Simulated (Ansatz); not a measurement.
System: LiNbO₃ (R-3, No. 148, 10 atoms in the cell; start mp-1078377; a measured phase of this formula has another space group). Method: LDA (Ansatz, a program for electronic structure, PAW).

Settings: plane-wave cutoff 520 eV, 8×8×8 k mesh, Fermi–Dirac smearing 0.01 eV, no spin polarisation, scalar-relativistic PAW data made under PBE.

Cell (relaxed with PBEsol):

```cif
data_Li2Nb2O6
_chemical_formula_sum 'Li2 Nb2 O6'
_space_group_name_H-M_alt 'P 1'
_space_group_IT_number 1
_cell_length_a 5.59716
_cell_length_b 5.59716
_cell_length_c 5.59716
_cell_angle_alpha 55.301
_cell_angle_beta 55.301
_cell_angle_gamma 55.301
loop_
_space_group_symop_operation_xyz
  'x, y, z'
loop_
_atom_site_label
_atom_site_type_symbol
_atom_site_fract_x
_atom_site_fract_y
_atom_site_fract_z
_atom_site_occupancy
Li1 Li 0.35681 0.35681 0.35681 1
Li2 Li 0.64319 0.64319 0.64319 1
Nb1 Nb 0.14447 0.14447 0.14447 1
Nb2 Nb 0.85553 0.85553 0.85553 1
O1 O 0.21572 0.56108 0.95690 1
O2 O 0.78428 0.43892 0.04310 1
O3 O 0.56108 0.95690 0.21572 1
O4 O 0.43892 0.04310 0.78428 1
O5 O 0.95690 0.21572 0.56108 1
O6 O 0.04310 0.78428 0.43892 1
```

Predict the band gap and Γ–Γ gap.


- band gap = 3.95 eV
- Γ–Γ gap = 4.60 eV

Note: cell and atoms aren't relaxed at this level (largest force component 0.16 eV/Å, pressure -4.7 GPa).

Spin–orbit coupling is not included.

Computed values are for the static lattice.

The result took very roughly 40 core-seconds.

A start named mp-… is a Materials Project structure, which need not be a measured phase.
